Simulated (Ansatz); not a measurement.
System: fluorite CoSi2. Method: r²SCAN+rVV10 in Ansatz (PAW).

Settings: plane-wave cutoff 500 eV, 12×12×12 k mesh, Fermi–Dirac smearing 0.05 eV, no spin polarisation, scalar-relativistic PAW data made under PBE.

Computed at the level's own relaxed cell.

Task: What does this level give for the volume per atom and equilibrium lattice constant a?

Result: 
* **volume per atom**: 12.45 Å³/atom
* **equilibrium lattice constant a**: 5.307 Å

Measured, for comparison: equilibrium volume per atom 12.87 Å³/atom, lattice constant a 5.365 Å (room temperature, not corrected to a static lattice; as tabulated in Hegde and Bowen (2014), arXiv:1405.1317). Computed (rounded) less measured: equilibrium volume per atom -3.3 %, lattice constant a -1.1 %. A static lattice is as a rule a little smaller and stiffer than an uncorrected measurement, which narrows the difference in the lattice constant a and would widen misses of the other sign.

Computed values are for the static lattice.

Ansatz is an electronic-structure program.
